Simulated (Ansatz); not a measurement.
Base system: WSi2 (space group I4/mmm, No. 139).

```xyz
3
Lattice="-1.6058 1.6058 3.9021 1.6058 -1.6058 3.9021 1.6058 1.6058 -3.9021" Properties=species:S:1:pos:R:3 pbc="T T T"
W      0.0000     0.0000     0.0000
Si     0.0000     0.0000     2.6133
Si     0.0000     0.0000     5.1908
```

All numbers come from r2SCAN (Ansatz, an electronic-structure program; PAW; 500 eV plane waves; spin-orbit coupling left out).

Before the change:

```
Quantity               Value
-------------------  -------
Lattice parameter a  3.212 Å
```

It is then changed as follows: a hydrostatic pressure of 18 GPa.

### Question
What happens to the lattice parameter a?

### Answer
The lattice parameter a falls by 0.077 Å, from 3.212 Å to 3.135 Å.

Load acts through the strain it causes; cell and atoms are relaxed under it. Whether these cells are dynamically stable was not tested. Competing high-pressure phases were not computed. All final runs are without spin polarisation.
